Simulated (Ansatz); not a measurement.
**Convergence study of shifted k-point meshes for SrC2 (P1, 6 atoms in the cell)**

```
CELL_PARAMETERS angstrom
      3.54678    -2.22691     0.00000
      3.54678     2.22691     0.00000
     -2.39740     0.00000     7.45146
ATOMIC_POSITIONS crystal
  Sr 0.18110 0.82344 0.75671
  Sr 0.82117 0.17883 0.25000
  C  0.42227 0.12839 0.55761
  C  0.57773 0.87161 0.44239
  C  0.87161 0.57773 0.94239
  C  0.12839 0.42227 0.05761
```

Method: LDA (PW92), default PAW files made with PBE (plane waves; Ansatz, a quantum-chemistry and plane-wave program).

Base settings: basis.ecutwfc = 420 eV; kpoints.mp_grid.grid = 7 7 4; hamiltonian.xc = lda; hamiltonian.pseudopotentials = {kind: paw} (the program's default PAW files); scf.occupations.method = fermi_dirac; scf.occupations.width = 0.01 eV.

In this ladder: kpoints.mp_grid.shift = 0.5 0.5 0.5.

Shifted meshes do not hold Γ, so a gap read on them misses any band edge there.

Only quantities that move along the ladder and can be compared are tabulated.

The count of work is k-points × plane waves × bands × iterations; it is no time. Core times come from one kind of shared machine, to one figure; runs under 30 s give none.

The starting cell comes from a database of computed structures (which also holds hypothetical and non-ambient phases and stackings), without a prior relaxation at this level. Its lattice was rescaled by up to half a per cent. One atom was moved a little off its site on purpose. In the base run, with a pressure of about -5 GPa the cell is away from its equilibrium volume at this level.

Steps (kpoints.mp_grid.grid): 2 2 1; 3 3 2; 4 4 2; 5 5 3; 6 6 3; 7 7 4; 8 8 4; 9 9 5; 10 10 5; 12 12 6; 13 13 7; 14 14 7; 16 16 8; 19 19 10.

**Question.** What is the coarsest kpoints.mp_grid.grid that holds the free energy within 5 meV/atom of the last step, with all finer ones?

**Answer.** 3 3 2, at 0.0057 of the last step's count of work; the step before is off by 15 meV/atom.

**Question.** What is the coarsest kpoints.mp_grid.grid that holds the forces within 0.02 eV/Å of the last step, with all finer ones?

**Answer.** 3 3 2, at 0.0057 of the last step's count of work; the step before is off by 0.11 eV/Å.

```tsv
kpoints.mp_grid.grid	free energy less the last step's (meV/atom)	largest difference of a force vector from the last step's (eV/Å)	gap on the mesh (eV)	count of work / last	core time / last (rough)
2 2 1	-15.26	0.109	2.801	0.0013	–
3 3 2	-1.39	0.017	2.492	0.0057	–
4 4 2	-0.19	0.003	2.310	0.0089	–
5 5 3	-0.02	0.001	2.249	0.021	–
6 6 3	-0.01	0.000	2.165	0.030	–
7 7 4	0.01	0.000	2.179	0.054	–
8 8 4	0.00	0.000	2.128	0.071	0.07
9 9 5	0.00	0.000	2.146	0.11	0.1
10 10 5	0.00	0.000	2.109	0.14	0.1
12 12 6	0.00	0.000	2.098	0.24	0.2
13 13 7	0.00	0.000	2.109	0.33	0.3
14 14 7	0.00	0.000	2.095	0.38	0.4
16 16 8	0.00	0.000	2.092	0.57	0.6
19 19 10	0.00	0.000	2.093	1.0	1
```

The gap on the mesh jumps up and down from mesh to mesh; it is no smooth measure of convergence.

Keys are those of Ansatz 0.2.
